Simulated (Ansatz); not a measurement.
## N interstitial (wurtzite GaN host)

The numbers are results of PBE, PAW (plane waves to 420 eV; Ansatz, a first-principles code), not measurements. The supercell holds 96 host sites (3×2×2 repeats of a cell of 8 atoms), with a 2×2×2 shifted k-point sampling for the final energies. Site at the start: void with 1N nearest, no. 2. Charged cells carry a point-charge image correction with potential alignment at far atoms. Dielectric constants: PBE linear response of the host. Host gap at this level: 1.71 eV. These values are not converged in cell size to better than tenths of an eV. PBE underestimates the host's gap, which shifts levels and can delocalise carriers. Spin–orbit coupling is left out. Each state is the lowest found from its start.

Formation energies E_f are given with the Fermi level at the valence-band maximum. Chemical conditions: Ga-rich (Δμ(N) = -0.88 eV; only phases computed here count, gases as isolated molecules at 0 K); N-rich (Δμ(N) = 0.00 eV; only phases computed here count, gases as isolated molecules at 0 K). Reference phases: N: N2 molecule in a box.

The name describes the start; the neighbours show where the atoms ended.

Charges with a result: +2, +1, 0, −1, −2. Others weren't obtained, and one of them could lie lower, also by skipping a charge.

```
charge         moment (μB)  largest move off a lattice site (Å)  neighbours of the last N atom of the defect at the end (Å)  image correction with alignment (eV)  E_f, Ga-rich (eV)  E_f, N-rich (eV)  above the lowest spin state (eV)
------  ------------------  -----------------------------------  ----------------------------------------------------------  ------------------------------------  -----------------  ----------------  --------------------------------
+2†                    1.0                                 0.59                                    N 1.20, Ga 2.06, Ga 2.06                                  0.83                  –                 –                              0.00
+1                     2.0                                 0.62                                    N 1.27, Ga 1.97, Ga 1.97                                  0.25               4.17              3.28                              0.00
+1†     not spin-polarised                                 0.64                                    N 1.26, Ga 1.96, Ga 1.97                                  0.25                  –                 –                              0.49
0                      1.0                                 0.67                           N 1.34, Ga 1.88, Ga 1.90, Ga 2.63                                  0.00               5.40              4.51                              0.00
−1†     not spin-polarised                                 0.66  N 1.45, Ga 1.85, Ga 1.86, Ga 2.30, Ga 2.54, N 2.71, N 2.74                                  0.10                  –                 –                              0.00
−2*               quenched                                 0.66  N 1.45, Ga 1.86, Ga 1.86, Ga 2.30, Ga 2.55, N 2.72, N 2.74                                     –                  –                 –                              0.00
```

* At this level the carrier isn't localised at the defect: at charge −2 electrons occupy the conduction band. Such a state is shallow or no state of the defect, and this cell gives it no level.

† Not settled in this cell, so no level is given: charge +2: level within 0.1 eV of a band edge or past it; charge −1: level within 0.1 eV of a band edge or past it.

Starting moments that weren't kept: charge −2 began with 1 μB and ended with 0.0.

No other site or start that was run ended lower by more than 0.1 eV.

Transition levels above the valence-band maximum: ε(+1/0) = 1.23 eV. On the lower envelope of the bound states, inside the gap: (+1/0) at 1.23 eV.

Flagged in the runs: a host whose relaxation on this sampling wasn't shown to rest, a strain field that reaches the edge of the cell.
